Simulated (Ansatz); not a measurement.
Results of LDA (plane waves, PAW; Ansatz, an electronic-structure program) for ScSnCN (model structure, started from the AlSiCN type, P3m1, No. 156, 4 atoms in the cell).

Run with plane-wave cutoff 520 eV, 12×12×6 k mesh (along the axes of the cell as run), Fermi–Dirac smearing 0.01 eV, scalar-relativistic PAW data made under PBE.

Cell (relaxed at this level):

```
CELL_PARAMETERS angstrom
      3.55206     0.00000     0.00000
     -1.77603     3.07618     0.00000
      0.00000     0.00000     5.33094
ATOMIC_POSITIONS crystal
  Sc 0.33333 0.66667 0.52858
  Sn 0.66667 0.33333 0.00895
  C  0.33333 0.66667 0.10831
  N  0.66667 0.33333 0.60416
```

### Question
Give the computed band gap and bulk modulus.

### Answer

* **band gap**: 2.05 eV (on the SCF k mesh)
* **bulk modulus**: 123 GPa

Note: the bulk modulus is −V dP/dV from two relaxed cells at ±2 % in volume; the relaxation could raise the start's symmetry but not lower it, so the cell can be a saddle point.

Spin–orbit coupling is not included.

Computed values are for the static lattice.

The result took around 2.4 core-minutes (rough).

A model structure was made by putting elements into a prototype or built by hand; it is no filed structure, need not be a known phase, and can be a saddle point held by its symmetry.
